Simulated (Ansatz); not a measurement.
The starting structures come from a database of crystals and need not be the phases stable at ambient conditions.

 Where the default PAW files enter, the runs use the earlier of Ansatz's two default sets.

Here is the system:

```
AlN
1.0
    2.87725     0.00000     0.00000
   -1.43862     2.49177     0.00000
    1.43862     0.83059     2.34926
Al N
1 1
Direct
  0.00000   0.50000   0.50000
  0.00000   0.00000   0.00000
```

Space group of this cell: Fm-3m, rock salt. The cell is taken as given; by r2SCAN its mean pressure is -6.3 GPa.

The numbers are results of r2SCAN (plane waves, PAW; Ansatz, an electronic-structure program), not measurements.

The current runs along the normal of the first two printed vectors; no spin-orbit coupling. Scaled by the factor s: the length along the current (ions clamped). Meshes 14×14×14 and 12×12 across the current in all rows.

```json
[
 {"s": "0.97", "mean pressure (GPa)": "1.9", "band gap (eV)": "?"},
 {"s": "1.00", "mean pressure (GPa)": "-6.3", "band gap (eV)": "5.28"},
 {"s": "1.03", "mean pressure (GPa)": "-13.2", "band gap (eV)": "4.76"}
]
```

**Question.** Take the slope of the band gap against ln s from the two given rows, extrapolate to s = 0.97, and say what the run there gives.

**Answer.** Slope = (4.76 − 5.28) / ln 1.03 = -17.6 eV. The line gives 5.28 + (-17.6) × ln 0.97 = 5.82 eV. The run gives 5.10 eV, 0.72 eV under the line, 134 % of the predicted step.
